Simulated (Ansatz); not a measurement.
Results of r²SCAN-D4 in Ansatz (plane waves, PAW) for Sb₂O₃ (Fd-3m, No. 227).

Run with plane-wave cutoff 500 eV, 6×6×6 k mesh, gaussian smearing 0.02 eV, scalar-relativistic PAW data made under PBE.

Cell (relaxed at this level):

```cif
data_O12Sb8
_chemical_formula_sum 'Sb8 O12'
_space_group_name_H-M_alt 'P 1'
_space_group_IT_number 1
_cell_length_a 7.88169
_cell_length_b 7.88169
_cell_length_c 7.88169
_cell_angle_alpha 60.000
_cell_angle_beta 60.000
_cell_angle_gamma 60.000
loop_
_space_group_symop_operation_xyz
  'x, y, z'
loop_
_atom_site_label
_atom_site_type_symbol
_atom_site_fract_x
_atom_site_fract_y
_atom_site_fract_z
_atom_site_occupancy
Sb1 Sb 0.36524 0.36524 0.36524 1
Sb2 Sb 0.34572 0.88476 0.88476 1
Sb3 Sb 0.36524 0.36524 0.90428 1
Sb4 Sb 0.88476 0.34572 0.88476 1
Sb5 Sb 0.90428 0.36524 0.36524 1
Sb6 Sb 0.88476 0.88476 0.88476 1
Sb7 Sb 0.36524 0.90428 0.36524 1
Sb8 Sb 0.88476 0.88476 0.34572 1
O1 O 0.06349 0.43651 0.43651 1
O2 O 0.18651 0.81349 0.18651 1
O3 O 0.43651 0.06349 0.06349 1
O4 O 0.81349 0.18651 0.81349 1
O5 O 0.43651 0.06349 0.43651 1
O6 O 0.18651 0.18651 0.81349 1
O7 O 0.06349 0.43651 0.06349 1
O8 O 0.81349 0.81349 0.18651 1
O9 O 0.18651 0.81349 0.81349 1
O10 O 0.43651 0.43651 0.06349 1
O11 O 0.81349 0.18651 0.18651 1
O12 O 0.06349 0.06349 0.43651 1
```

### Question
Predict the band gap.

### Answer

band gap: 3.53 eV (on the SCF k mesh)

Note: the relaxation could not lower the start's symmetry, so the cell can be a saddle point above a distorted one.

Spin–orbit coupling is not included.

The computed numbers hold no vibrational or temperature effects.

Ansatz is an electronic-structure program.
